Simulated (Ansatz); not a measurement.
Free triangular strip chain of Re atoms

All values below come from PBE (plane waves to 420 eV, PAW; Ansatz, a program for electronic structure). Mesh 1×1×128. Collinear spin, started with parallel moments, and moments remain. One-dimensional cell, images about 11 Å apart. A hypothetical model. It keeps the symmetry and period of its start, so it need not be a minimum against all distortions. Pairing along the axis, which can open a gap, is among the distortions not tried. Values not marked SOC lack spin–orbit coupling. No Hubbard term is applied. Fermi–Dirac width 0.02 eV.

* **period along the axis (2 atoms)**: 2.423 Å
* **net spin moment**: 0.44 μB a period
* **PBE gap**: none (under 0.01 eV)

```yaml
crystal:
  lattice:
    - [13.00000, 0.00000, 0.00000]
    - [0.00000, 11.00000, 0.00000]
    - [0.00000, 0.00000, 2.42273]
  atoms:
    - { symbol: Re, position: [0.41566, 0.50000, 0.00000] }
    - { symbol: Re, position: [0.58434, 0.50000, 0.50000] }
```
